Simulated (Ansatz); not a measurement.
**A computed series for Y5Ge3: pressure series**

Consider Y5Ge3 (space group P6_3/mcm, No. 193; a = 8.421 Å, c = 6.336 Å; a cell from a computed database, its experimental status unchecked).

Cell and atoms are relaxed at each pressure.

The values are results of PBEsol in Ansatz (plane waves to 420 eV, PAW, no spin-orbit coupling), not measurements.

Notes on the quantities. enthalpy: H = E + PV relative to the base's energy.

| change | enthalpy | volume per atom | c/a ratio |
|---|---|---|---|
| base | – | 24.32 Å³ | 0.752 |
| pressure −2 GPa | -0.31 eV/atom | … | … |
| pressure −1 GPa | -0.15 eV/atom | 24.65 Å³ | 0.754 |
| pressure 0.3 GPa | +0.05 eV/atom | 24.22 Å³ | 0.752 |
| pressure 0.7 GPa | +0.11 eV/atom | 24.10 Å³ | 0.751 |
| pressure 1.5 GPa | +0.23 eV/atom | 23.85 Å³ | 0.750 |
| pressure 3 GPa | +0.45 eV/atom | 23.43 Å³ | 0.747 |
| pressure 5 GPa | +0.74 eV/atom | 22.91 Å³ | 0.744 |
| pressure 7.5 GPa | +1.09 eV/atom | 22.34 Å³ | 0.741 |
| pressure 10 GPa | +1.43 eV/atom | 21.82 Å³ | 0.738 |

Problem. Fill in the withheld entries from the trend.

Solution. 
- pressure −2 GPa, volume per atom: 25.02 Å³
- pressure −2 GPa, c/a ratio: 0.756

Load acts through the strain it causes; cell and atoms are relaxed under it. Whether these cells are dynamically stable was not tested. Competing high-pressure phases were not computed. All final runs are without spin polarisation.

Ansatz is a quantum-chemistry and plane-wave program.
